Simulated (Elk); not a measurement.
Band structure of Al₃Sc (Pm-3m, 4 atoms in the cell).

```
CELL_PARAMETERS angstrom
      4.02579     0.00000     0.00000
      0.00000     4.02579     0.00000
      0.00000     0.00000     4.02579
ATOMIC_POSITIONS crystal
  Sc 0.00000 0.00000 0.00000
  Al 0.00000 0.50000 0.50000
  Al 0.50000 0.00000 0.50000
  Al 0.50000 0.50000 0.00000
```

Level of theory: PBE, all-electron FP-LAPW, Elk's shipped species files, APW+lo basis with extra local orbitals run with Elk.

Settings: xctype = 20; rgkmax = 7.5; swidth = 0.00499791 Ha; ngridk = 7 7 7; gmaxvr = 18 1/bohr; lmaxapw = 10; lmaxo = 8; nxlo = 2; lorbcnd = true; lradstp = 2; nrmtscf = 2; lmaxi = 4; maxscl = 100.

The starting cell has typed, rounded lattice constants, without a prior relaxation at this level. Its lattice was rescaled by a random factor within 2.5 % of one. Values depend on the basis (sphere radii, cutoffs, local orbitals), which need not be converged.

Levels in eV from the Fermi level, bands 16 to 23:
```csv
point,16,17,18,19,20,21,22,23
Γ,-2.64,-1.79,-1.79,-1.79,1.31,1.36,1.36,1.36
X,-1.75,-1.75,-1.53,1.11,1.11,1.17,1.40,1.73
M,-5.67,-4.43,-0.53,-0.53,1.26,1.47,2.22,2.66
R,-4.83,-4.59,-2.97,-2.97,-2.97,1.12,2.77,2.77
```

Bands cross the Fermi level along this path, so the cell is metallic at this level.
